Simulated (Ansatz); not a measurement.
Density of states of a sheet of SnO₂ (3 atoms in the cell).

```
CELL_PARAMETERS angstrom
      2.98346     0.00000     0.00000
     -1.49173     2.58375     0.00000
      0.00000     0.00000    16.44453
ATOMIC_POSITIONS crystal
  Sn 0.00000 0.00000 0.50000
  O  0.33333 0.66667 0.57433
  O  0.66667 0.33333 0.42567
```

Level of theory: LDA (PW92), default PAW files made with PBE (plane waves; Ansatz, an electronic-structure program).

SCF settings: basis.ecutwfc = 30.9 Ry; kpoints.mp_grid.grid = 13 13 1; hamiltonian.xc = lda; hamiltonian.pseudopotentials = {kind: paw} (the program's default PAW files); scf.occupations.method = gaussian; scf.occupations.width = 0.0037 Ry. Keys of the DOS step: output.dos.nscf_kmesh.grid = 20 20 1.

The starting cell was generated: these elements placed on a structure prototype, without a prior relaxation; it need not be a known phase or ordering of this composition. Its lattice was rescaled in the plane by a random factor within 2.5 % of one.

Total DOS (both spins), as means of the tabulated values in each energy bin; the zero is the program's Fermi level or highest filled level, and the curve is cut to this window:

```
E (eV) | states/eV/cell
    -7.88 |  0.00
    -7.62 | #### 1.06
    -7.38 | ############ 2.99
    -7.12 | ##### 1.31
    -6.88 | #### 1.11
    -6.62 | ##### 1.33
    -6.38 | # 0.20
    -6.12 | ## 0.56
    -5.88 | #### 0.97
    -5.62 | #### 1.09
    -5.38 | ###### 1.44
    -5.12 | #### 1.00
    -4.88 | #### 0.97
    -4.62 | #### 0.97
    -4.38 | #### 1.11
    -4.12 | ###### 1.43
    -3.88 | ####### 1.79
    -3.62 | ########## 2.63
    -3.38 | ############# 3.47
    -3.12 | ####### 1.83
    -2.88 | ###### 1.43
    -2.62 | ##### 1.31
    -2.38 | ########### 2.74
    -2.12 | ################### 4.98
    -1.88 | ############################## 7.71
    -1.62 | ########## 2.57
    -1.38 |  0.00
    -1.12 |  0.00
    -0.88 |  0.00
    -0.62 |  0.00
    -0.38 |  0.00
    -0.12 |  0.00
     0.12 |  0.00
     0.38 |  0.00
     0.62 |  0.00
     0.88 |  0.00
     1.12 |  0.00
     1.38 |  0.00
     1.62 |  0.09
     1.88 | # 0.17
     2.12 | # 0.20
     2.38 | # 0.24
     2.62 | # 0.28
     2.88 | # 0.34
     3.12 | ## 0.43
     3.38 | ## 0.57
     3.62 | ### 0.86
     3.88 | ######## 2.00
     4.12 | ##### 1.35
```

The gap on the SCF mesh is 3.13 eV.

Keys are those of Ansatz 0.2.
